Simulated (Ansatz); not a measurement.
CsCl-type RuAl, treated with RPBE (plane waves, PAW; Ansatz, a program for electronic structure).

Settings: plane-wave cutoff 520 eV, 22×22×22 k mesh, Fermi–Dirac smearing 0.055 eV (set by the program), no spin polarisation, scalar-relativistic PAW data made under PBE.

Computed at the level's own relaxed cell.

Give the computed elastic constant C11, Poisson ratio, Young modulus, elastic constant C44 and elastic constant C12.


* **elastic constant C11**: 301 GPa
* **Poisson ratio**: 0.274
* **Young modulus**: 263 GPa
* **elastic constant C44**: 122 GPa
* **elastic constant C12**: 140 GPa

Elastic constants are with the ions relaxed.

Computed values are for the static lattice.

The result took about 4 core-minutes (a rough figure).
